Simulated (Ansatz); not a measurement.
The reference is WS₂ (space group P6_3/mmc, No. 194; a = 3.115 Å, c = 11.772 Å; layered, stacked along the Cartesian z axis). Axes: x lies along a and z along c of the hexagonal cell.

Computed with Ansatz (a quantum-chemistry and plane-wave program), PBEsol-D3(BJ), PAW, cutoff 420 eV, spin-orbit coupling left out.

Base values:

The band gap is 0.65 eV.

The change: uniaxial strain ε_zz = −2.40 %, all other strain components held at zero; the atoms relax in the strained cell.

Problem. Estimate the effect on the band gap and energy relative to the base.

Solution. The band gap shrinks by 0.15 eV (0.65 eV → 0.50 eV); the energy goes up by 3.4 meV/atom.

Spin-orbit coupling, missing from the scalar runs, can matter with W. Stability against distortions was not tested.
